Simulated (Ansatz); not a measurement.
## Report: zincblende BeTe (F-43m), uniaxial stress along [110]

Cell and atoms are relaxed with PBEsol to each stress (compression positive); bands and masses by PBEsol with spin-orbit coupling, rigid bands (plane waves, PAW; Ansatz, a quantum-chemistry and plane-wave program). Strains are changes of length against the unloaded cell.

BeTe has the cubic space group F-43m (No. 216), the zinc blende structure, Pearson symbol cF8. Lattice parameters: a = 5.605 Å, b = 5.605 Å, c = 5.605 Å, α = 90.00°, β = 90.00°, γ = 90.00°. Be on 4a is coordinated by 4 Te at 2.427 Å (tetrahedral). Te on 4c sees 4 Be at 2.427 Å (tetrahedral). (Neighbours: up to the widest gap in distance over summed covalent radii, below 1.35, at either atom; cation-cation and far metal-metal contacts left out.)
(The calculation used a cell of 2 atoms; values per cell refer to that cell.)

```
stress (GPa)  strain [110] (%)  strain [1−10] (%)  strain [00−1] (%)  gap (eV)  mean mₑ*
------------  ----------------  -----------------  -----------------  --------  --------
-2.00                     2.04              -0.07              -0.81     1.408      0.37
-1.00                     0.99              -0.03              -0.39     1.481      0.37
0                            0                  0                  0     1.541      0.36
1.00                     -0.93               0.03               0.36     1.477      0.36
2.00                     -1.81               0.07               0.69     1.411      0.36
```

[110] is the direction of the load. Masses are conductivity masses at 300 K in electron masses, harmonic means over x, y and z.

From the two loads next to zero, find the Young modulus and the ratio of transverse to axial strain, taking [1−10].

Between -1.00 and 1.00 GPa the strain along [110] changes by -1.92 % and that along [1−10] by 0.06 %. The modulus is 2.00/0.0192 = 104 GPa and the ratio of the strains 0.03 (PBEsol, atoms relaxed).

How fast does the gap move on either side of zero load?

Under tension, (1.481 − 1.541) eV over -1.00 GPa = 60 meV/GPa, or about -6.1 eV per unit strain; under compression, (1.477 − 1.541) eV over 1.00 GPa = -64 meV/GPa, or about 6.9 eV per unit strain. The two slopes part by 124 meV/GPa; gaps are resolved to about 0.01 eV, which allows 20 meV/GPa, so they differ, even in sign: the gap has a turning point near zero load.

Masses are those of dilute carriers in rigid bands with one relaxation time, without polarons. Third decimals of gaps are kept for the arithmetic. Every relaxation keeps the zincblende phase (space group Imm2 under this load), so a transition, a distortion that breaks the symmetry or fracture can't show.
